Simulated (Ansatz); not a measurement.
```yaml
crystal:
  lattice:
    - [11.00000, 0.00000, 0.00000]
    - [0.00000, 11.00000, 0.00000]
    - [0.00000, 0.00000, 6.35891]
  atoms:
    - { symbol: Ba, position: [0.50000, 0.50000, 0.00000] }
    - { symbol: Te, position: [0.50000, 0.50000, 0.50000] }
```

Method: PBE (plane waves to 420 eV, PAW; Ansatz, an electronic-structure program). Mesh 1×1×48. No spin polarisation. It repeats along c; a and b span vacuum. A hypothetical model. Only distortions within the start's symmetry and period were free. Pairing along the axis, which can open a gap, is among the distortions not tried. Values not marked SOC lack spin–orbit coupling.

### Question
Tabulate the two highest filled and two lowest empty levels along the axis, from the valence top.

### Answer
| k (2π/c) | v2 (eV) | v1 (eV) | c1 (eV) | c2 (eV) |
|---|---|---|---|---|
| 0.000 | -0.28 | 0.00 | 1.61 | 2.43 |
| 0.042 | -0.29 | -0.04 | 1.61 | 2.43 |
| 0.083 | -0.31 | -0.16 | 1.63 | 2.43 |
| 0.125 | -0.34 | -0.33 | 1.65 | 2.44 |
| 0.167 | -0.38 | -0.38 | 1.68 | 2.46 |
| 0.208 | -0.42 | -0.42 | 1.71 | 2.47 |
| 0.250 | -0.46 | -0.46 | 1.74 | 2.49 |
| 0.292 | -0.51 | -0.51 | 1.78 | 2.50 |
| 0.333 | -0.54 | -0.54 | 1.81 | 2.52 |
| 0.375 | -0.57 | -0.57 | 1.84 | 2.53 |
| 0.417 | -0.59 | -0.59 | 1.87 | 2.54 |
| 0.458 | -0.61 | -0.61 | 1.89 | 2.55 |
| 0.500 | -0.61 | -0.61 | 1.89 | 2.55 |
